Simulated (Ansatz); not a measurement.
A. Sn (diamond, Fd-3m)
B. Sr in the fcc (Cu type) structure
C. fcc (Cu type) Ca
D. Mo (bcc (W type), Im-3m)

### Question
Rank these crystals by Grüneisen parameter at 300 K, lowest first, as quasi-harmonic lattice dynamics on PBEsol density-functional theory in Ansatz (plane waves, PAW) gives it.

### Answer
A (0.64), C (1.06), B (1.28), D (1.69)

 Spin-orbit coupling is not included. The runs of Ca (PBEsol), Mo (PBEsol), Sr (PBEsol) noted for some cells that some bands missed the eigensolver's tolerance; how far this moves their values was not measured.

The crystal is held in this phase throughout; melting and phase transitions are not modelled.

Ansatz is an electronic-structure program.
